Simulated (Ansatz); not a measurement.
BeSe (F-43m), HSE06, rigid bands (Ansatz, a program for electronic structure): N_c = 1.84e19 cm⁻³ at 300 K and an electron conductivity mass of 0.341 mₑ.

Problem. For 1e17 electrons per cm³ at 300 K, place the Fermi level, estimate the Seebeck coefficient of a parabolic band with constant τ, and give mobility and conductivity for τ = 10 fs.

Solution. The level lies k_BT ln(N_c/n) = 0.135 eV below the conduction-band minimum. S ≈ −(k_B/e)[ln(N_c/n) + 5/2] = -665 μV/K, against -661 μV/K from the full bands (mean over directions). μ = eτ/m = 51.6 cm²/(V·s) and σ = neμ = 0.826 S/cm. τ is assumed, not computed.

Band transport and this doping are assumed; polarons and phonon drag are left out. Spin-orbit coupling is left out. Geometry: cell and atoms relaxed with PBEsol.
